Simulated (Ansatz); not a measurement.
Take CdF$_{2}$ in the fluorite structure (space group Fm-3m, No. 225; a = 5.3840 Å) as the base.

Method: PBEsol in Ansatz (plane waves to 420 eV, PAW, spin-orbit coupling left out).

One change was made to it. Results:

| quantity | base | after |
|---|---|---|
| lattice parameter a | 5.384 Å | 5.259 Å |
| smallest direct gap | 3.43 eV | 3.57 eV |

### Question
Name the change that was made.
A. pressure 4.5 GPa
B. pressure −1 GPa
C. pressure 2.1 GPa
D. pressure 9 GPa

### Answer
D, pressure 9 GPa. For comparison, the lattice parameter a in the other runs: pressure 4.5 GPa gives 5.316 Å; pressure 2.1 GPa gives 5.351 Å; pressure −1 GPa gives 5.401 Å.

Load acts through the strain it causes; cell and atoms are relaxed under it. Whether these cells are dynamically stable was not tested. Competing high-pressure phases were not computed.

Ansatz is a first-principles code.
